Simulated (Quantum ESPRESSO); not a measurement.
A relaxation of the atoms of Hf2Si (Fmm2, 6 atoms in the cell) with Quantum ESPRESSO.

Computed with LDA (PW92), PseudoDojo standard norm-conserving (LDA) pseudopotentials (plane waves; Quantum ESPRESSO).

Input:

```fortran
&CONTROL
  calculation = 'relax',
  prefix = 'pwscf',
  outdir = './work',
  pseudo_dir = './',
  forc_conv_thr = 7.8e-03,
/
&SYSTEM
  ibrav = 10,
  celldm(1) = 9.790946952,
  celldm(2) = 1.79340263871,
  celldm(3) = 1.79340263871,
  nat = 6,
  ntyp = 2,
  ecutwfc = 60,
  occupations = 'smearing',
  smearing = 'gauss',
  degauss = 0.0073499,
/
&ELECTRONS
  conv_thr = 1.0d-9,
  mixing_beta = 0.4,
/
&IONS
/
ATOMIC_SPECIES
Hf   178.4900  Hf.upf
Si    28.0850  Si.upf
ATOMIC_POSITIONS {crystal}
Hf    0.843510000    0.156490000   -0.343510000
Hf    0.156490000   -0.156490000    0.343510000
Hf    0.672633000   -0.672633000    0.172633000
Hf    0.343510000    0.656490000   -0.156490000
Si    0.750000000    0.750000000   -0.750000000
Si    0.250000000    0.250000000   -0.250000000
K_POINTS {automatic}
4 4 4  0 0 0
```

Output, abridged:

```
     Self-consistent Calculation

     iteration #  1     ecut=    60.00 Ry     beta= 0.40

     Threshold (ethr) on eigenvalues was too large:
     Diagonalizing with lowered threshold

     total energy              =    -468.94271414 Ry
     estimated scf accuracy    <       0.15811164 Ry

     iteration #  2     ecut=    60.00 Ry     beta= 0.40

     total energy              =    -468.95877265 Ry
     estimated scf accuracy    <       0.02276543 Ry

     iteration #  3     ecut=    60.00 Ry     beta= 0.40

     total energy              =    -468.96043232 Ry
     estimated scf accuracy    <       0.00431298 Ry

   [... 6 blocks of this kind left out ...]

     iteration # 10     ecut=    60.00 Ry     beta= 0.40

     total energy              =    -468.96123451 Ry
     estimated scf accuracy    <       0.00000010 Ry

     iteration # 11     ecut=    60.00 Ry     beta= 0.40
     End of self-consistent calculation

     the Fermi energy is    13.5978 ev

!    total energy              =    -468.96123453 Ry
     estimated scf accuracy    <          5.6E-10 Ry
     smearing contrib. (-TS)   =      -0.00063706 Ry
     internal energy E=F+TS    =    -468.96059747 Ry

     convergence has been achieved in  11 iterations

     Forces acting on atoms (cartesian axes, Ry/au):

     atom    1 type  1   force =    -0.00000000   -0.00451400    0.00635172
     atom    2 type  1   force =    -0.00000000    0.00451400    0.00635172
     atom    3 type  1   force =     0.00000000   -0.00000000   -0.03814961
     atom    4 type  1   force =    -0.00000000    0.00000000    0.01605967
     atom    5 type  2   force =    -0.00000000    0.00000000    0.00469325
   [... lines left out ...]
     Total force =     0.043345     Total SCF correction =     0.000058
     the Fermi energy is    13.5540 ev
!    total energy              =    -468.96629706 Ry
     Total force =     0.006792     Total SCF correction =     0.000009
     bfgs converged in   6 scf cycles and   5 bfgs steps
     Final energy             =    -468.9662970626 Ry
   [... lines left out ...]
Hf               0.1585104059       -0.1585104059        0.3459742731
Hf               0.6603330403       -0.6603330403        0.1603330403
Hf               0.3470564917        0.6529435083       -0.1529435083
Si               0.7521343945        0.7478656055       -0.7478656055
Si               0.2521343945        0.2478656055       -0.2478656055
End final coordinates

   JOB DONE.
```

The run converged.  The full log also holds: “WARNING: bfgs curvature condition failed, Theta= 0.994”. The full log also holds: “c_bands:  1 eigenvalues not converged”.

Summary of the result:
- Free energy E − TS = -6380.6115 eV
- Fermi level (on the code's own zero) = 13.55 eV
- Largest force (vector length) = 0.114 eV/Å
- Relaxation steps = 5

The starting cell comes from a database of computed structures (which also holds hypothetical and non-ambient phases and stackings), without a prior relaxation at this level. Its lattice was rescaled by up to half a per cent. For this run, on top of that: one atom moved by 0.15 angstrom. Spin-orbit coupling is off. The relaxation keeps the symmetry of its start, so its end need not be a minimum.

Cost on one core of a shared machine: roughly 10 min.
